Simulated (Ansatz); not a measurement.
The parent structure is HfN in the rock salt structure (space group Fm-3m, No. 225; a = 4.548 Å).

All numbers come from PBE, PAW, 420 eV (Ansatz, a program for electronic structure; no SOC).

For the base:

The volume per atom is 11.76 Å³.

It is then changed as follows: a hydrostatic pressure of 30 GPa.

What does the calculation give for the volume per atom after the change?

The volume per atom falls by 1.05 Å³, from 11.76 Å³ to 10.71 Å³.

Load acts through the strain it causes; cell and atoms are relaxed under it. Whether these cells are dynamically stable was not tested. No other phases were tried under pressure. All final runs are without spin polarisation. An odd electron count without spin: HfN.
